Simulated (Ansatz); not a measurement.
# BN (model structure, P6₂22, No. 180, 6 atoms in the cell)

These are HSE06 (Ansatz, a program for electronic structure, PAW) values and carry that method's errors.

Settings: plane-wave cutoff 460 eV, 9×9×4 k mesh (along the axes of the cell as run), Fermi–Dirac smearing 0.01 eV, scalar-relativistic PAW data made under PBE.

Cell (relaxed with PBE-D3(BJ)):

```xyz
6
Lattice="2.5952 0.0000 0.0000 -1.2976 2.2475 0.0000 0.0000 0.0000 5.7994" Properties=species:S:1:pos:R:3 pbc="T T T"
B      1.2976     0.0000     3.8663
B     -0.6488     1.1238     1.9331
B      0.6488     1.1238     0.0000
N      1.2976     0.0000     0.9666
N     -0.6488     1.1238     4.8328
N      0.6488     1.1238     2.8997
```

```json
{
  "band_gap": "5.02 eV (indirect)",
  "smallest_direct_gap_on_the_k_points_sampled": "7.83 eV",
  "direct gap at Γ": "8.30 eV"
}
```

Note: the relaxation could raise the start's symmetry but not lower it, so the cell can be a saddle point; cell and atoms aren't relaxed at this level (pressure -4.0 GPa).

The computed numbers hold no vibrational or temperature effects.

A model structure was made by putting elements into a prototype or built by hand; it is no filed structure, need not be a known phase, and can be a saddle point held by its symmetry.
